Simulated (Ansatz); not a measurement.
Base system: PbO2 in the rutile structure (space group P4_2/mnm, No. 136; a = 5.0816 Å, c = 3.4436 Å).

Method: PBE (Ansatz, a quantum-chemistry and plane-wave program; PAW; 420 eV plane waves; scalar-relativistic without spin-orbit coupling).

Base values:

The pressure is 0.0 GPa. The band gap is zero.

It is then changed as follows: the cell is scaled by 0.9880 in all directions; the atoms relax in the strained cell.

Q: What does the calculation give for the energy relative to the base after the change?

A: The energy goes up by 7.4 meV/atom.

Q: What happens to the pressure?

A: The pressure (mean of the normal stresses, compression positive) goes from zero to 4.7 GPa.

Q: What does the calculation give for the band gap after the change?

A: The band gap is still zero.

Spin-orbit coupling, missing from the scalar runs, can matter with Pb. Whether these cells are dynamically stable was not tested. The final runs are not spin-polarised. A zero or small gap of PbO2 can be the functional's error rather than a property of the material.
